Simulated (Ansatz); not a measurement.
**How the c axis length of RhSi₂ (model structure, started from the AlB2 type, P6/mmm, No. 191, 3 atoms in the cell) moves with the method**

No measured value is used here.

| level (code) | value (Å) |
|---|---|
| PBE (Ansatz) | (withheld) |
| PBEsol (Ansatz) | 2.658 |
| PBE-D3(BJ) (Ansatz) | 2.658 |

Question: Some entries are withheld; supply them.

Answer: 
- PBE (Ansatz, a first-principles code), value (Å): 2.694

Ansatz's density-functional and Hartree–Fock values are scalar-relativistic unless marked +SOC, with PAW data made under PBE.

A model structure was made by putting elements into a prototype or built by hand; it is no filed structure, need not be a known phase, and can be a saddle point held by its symmetry.
